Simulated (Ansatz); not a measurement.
A self-consistent single point of Na2Al (Fd-3m, 6 atoms in the cell) with Ansatz (a first-principles code).

Computed with PBEsol, default PAW files made with PBE (plane waves; Ansatz).

```
Na2Al
1.0
    0.00000     4.83462     4.83462
    4.83462     0.00000     4.83462
    4.83462     4.83462     0.00000
Na Al
4 2
Cartesian
  1.20866   1.20866   1.20866
  1.20866   3.62597   3.62597
  3.62597   1.20866   3.62597
  3.62597   3.62597   1.20866
  7.25193   7.25193   7.25193
  4.83462   4.83462   4.83462
```

Reference input (self-consistent single point, DFT, PBEsol, plane waves, default PAW files made with PBE): basis.ecutwfc = 420 eV; kpoints.mp_grid.grid = 6 6 6; hamiltonian.xc = pbesol; hamiltonian.pseudopotentials = {kind: paw} (the program's default PAW files); scf.occupations.method = fermi_dirac; scf.occupations.width = 0.1 eV. This run's input differs from it in these lines:

Ansatz 0.2 input:
```diff
@@ -17,3 +17,3 @@
   mp_grid:
-    grid: [6, 6, 6]
+    grid: [7, 7, 7]
 hamiltonian:
@@ -25,3 +25,3 @@
     method: fermi_dirac
-    width: 0.1 eV
+    width: 0.03 eV
 output:
```

Output, abridged:

```
SCF iter   1: F=—  HF=-6949.252173 eV  |F-HF|=—  |Δ(HF+E_count)|=         —  Δρ=2.31e-3  dr2=3.49e-2  ethr=1.77e-3  ⟨swp⟩=7.0  Hψ=2486  notcnv=0  defer=2
all-band conjugate gradients solve this SCF's bands
preconditioner: auto → Kerker (q_TF=auto, 2.061 Å⁻¹)
SCF iter   2: F=—  HF=-6949.246169 eV  |F-HF|=—  |Δ(HF+E_count)|=   6.00e-3  Δρ=1.09e-3  dr2=1.45e-2  ethr=8.32e-5  ⟨swp⟩=2.2  Hψ=794  notcnv=0  defer=13
SCF iter   3: F=—  HF=-6949.243338 eV  |F-HF|=—  |Δ(HF+E_count)|=   2.83e-3  Δρ=4.04e-4  dr2=1.57e-3  ethr=3.44e-5  ⟨swp⟩=2.0  Hψ=578  notcnv=0  defer=13
SCF iter   4: F=—  HF=-6949.242968 eV  |F-HF|=—  |Δ(HF+E_count)|=   3.70e-4  Δρ=1.09e-4  dr2=4.32e-5  ethr=3.75e-6  ⟨swp⟩=2.0  Hψ=590  notcnv=0  defer=13
SCF iter   5: F=—  HF=-6949.242930 eV  |F-HF|=—  |Δ(HF+E_count)|=   3.86e-5  Δρ=2.62e-5  dr2=1.76e-6  ethr=1.03e-7  ⟨swp⟩=2.5  Hψ=733  notcnv=0  defer=13
SCF iter   6: F=-6949.242929 eV  HF=-6949.242929 eV  |F-HF|=4.66e-8  |Δ(HF+E_count)|=   6.06e-7  Δρ=5.59e-6  dr2=8.35e-8  ethr=2.38e-10  ⟨swp⟩=7.0  Hψ=2875  notcnv=0
SCF 1 converged in 6 iterations: F = -6949.242929 eV  dr2 = 8.35e-8
Free energy (F): -6949.242929 eV
Internal energy: -6949.227114 eV  (E = F + TS)
E sigma→0 (E₀):  -6949.235022 eV
Entropy (-TS):   -0.015815 eV (-2.636 meV/atom)
Fermi energy:    1.465999 eV
--- Forces (eV/Å), atoms counted from 1 ---
  atom   1  Na     0.00000000    -0.00000000     0.00000000
   [... zero for the other atoms too ...]
--- Stress (GPa, compression-positive) ---
       -2.809926      -0.000000      -0.000000
        0.000000      -2.809926      -0.000000
       -0.000000      -0.000000      -2.809926
  P = ⅓ Tr σ = -2.8099 GPa (-28.099 kbar)
  The stress holds the Pulay correction. Without it, at fixed plane waves, as pw.x and ABINIT print it: P = -2.8151 GPa
```

The run converged in 6 iterations. Against the reference run the free energy goes up by 10.7 meV/atom and the pressure moves little (-2.78 to -2.81 GPa).

The starting cell was generated: these elements placed on a structure prototype, without a prior relaxation; it need not be a known phase or ordering of this composition. Its lattice was rescaled by a random factor within 2.5 % of one. Ansatz's pressure includes its estimate of the finite-basis (Pulay) stress.
